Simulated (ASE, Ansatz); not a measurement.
composition ZrCu, cell Zr24Cu24, held well above this temperature first [in the CHGNet run: it was liquid; mean temperature 1520 K (target 1510 K); density 6.77 g/cm³, volume +5 % from the start cell's], 1510 K. 6 frames were taken from MD with the machine-learned potential CHGNet 0.3.0 in ASE and computed both with PBE (Ansatz, a quantum-chemistry and plane-wave program) and with the machine-learned potential CHGNet 0.3.0.

| Quantity | Value |
|---|---|
| plane-wave cutoff | 420 eV |
| k-points | one point, (1/4, 1/4, 1/4) |
| Fermi-Dirac width | 0.130 eV |
| spin | not polarised; no spin-orbit coupling |

The cell was prepared with CHGNet: 80 FIRE steps from the random lattice; melt: 800 steps of 3.0 fs, 2057 K, NVT (Langevin); cool: 300 steps of 3.0 fs, 2057 to 1510 K, NVT (Langevin); cool: 400 steps of 3.0 fs, 1510 K, Langevin with a Berendsen-type barostat every 10 steps; settle: 800 steps of 3.0 fs, 1510 K, Langevin with a Berendsen-type barostat every 10 steps; hold: 300 steps, 1510 K, NVT (Langevin) at the mean cell. The atoms began on random sites, so units and networks may differ from a laboratory melt's. Atoms moved only 1.3 Å² (mean square) in the hot stage, so mixing may be incomplete. On the run's last frame a denser k-mesh moved the forces by 0.051 eV/Å rms, the static pressure by -0.01 GPa and the free energy by -1 meV/atom, which is about how far such values are converged.

Problem. How well does the machine-learned potential reproduce the DFT forces, energies and pressure here?

Solution. 
rms force component in DFT: 0.84 eV/Å
rms force difference, CHGNet less DFT: 0.219 eV/Å
relative force difference: 26 %
slope of CHGNet against DFT forces: 1.04
rms difference of relative energies: 8.3 meV/atom
spread of DFT energies over the frames: 14.7 meV/atom
static pressure, CHGNet less DFT: -0.37 GPa
force difference by element: Cu 0.168, Zr 0.261 eV/Å
Forces are off by 26 % of their rms size. The potential was trained on another code's PBE and PBE+U relaxation paths of database crystals (MPtrj), so part of the difference is that of settings: a denser k-mesh moves the DFT forces of one frame by 0.051 eV/Å rms and its pressure by -0.01 GPa.
